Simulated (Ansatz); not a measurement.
System: CsCl-type CoAl. Method: RPBE (plane waves, PAW; Ansatz, a quantum-chemistry and plane-wave program).

Numerical settings: plane-wave cutoff 520 eV, 22×22×22 k mesh, Fermi–Dirac smearing 0.039 eV (set by the program), no spin polarisation, scalar-relativistic PAW data made under PBE.

Computed at the level's own relaxed cell.

Question: What does this level give for the elastic constant C11, elastic constant C44, polycrystal shear modulus (Hill average), Poisson ratio and elastic constant C12?

Answer: 
* **elastic constant C11**: 277 GPa
* **elastic constant C44**: 135 GPa
* **polycrystal shear modulus (Hill average)**: 110 GPa
* **Poisson ratio**: 0.232
* **elastic constant C12**: 114 GPa

Elastic constants are with the ions relaxed.

Computed values are for the static lattice.
